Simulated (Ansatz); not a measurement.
# Na: biaxial strain +1.50 %, plane normal [001], relaxed out of plane

The reference is Na in the bcc (W type) structure (space group Im-3m, No. 229; a = 4.173 Å; relaxed with 0.1 eV smearing). Axes: x, y, z lie along the cube axes.

Perturbation: tensile biaxial strain of 1.50 % in the plane normal to [001], as in epitaxy on a mismatched substrate; the out-of-plane cell vector and the atoms relax.

The values are results of PBEsol (Ansatz, a quantum-chemistry and plane-wave program), spin-orbit coupling left out, not measurements. Settings: 22×22×22 k-points, 0.1 eV Fermi–Dirac smearing.

The space group changes from Im-3m (No. 229) to I4/mmm (No. 139) and the energy is nearly the same. The pressure (mean of the normal stresses, compression positive) remains 0.0 GPa and the band gap stays zero. The out-of-plane strain amounts to -2.29 % and the ratio −ε⊥/ε∥ is 1.52. The mean in-plane stress (compression positive) comes out as -0.1 GPa.

Cost of the whole job for the changed cell (relaxation, final SCF and bands): about 40 core-seconds (a rough figure).

Whether these cells are dynamically stable was not tested.
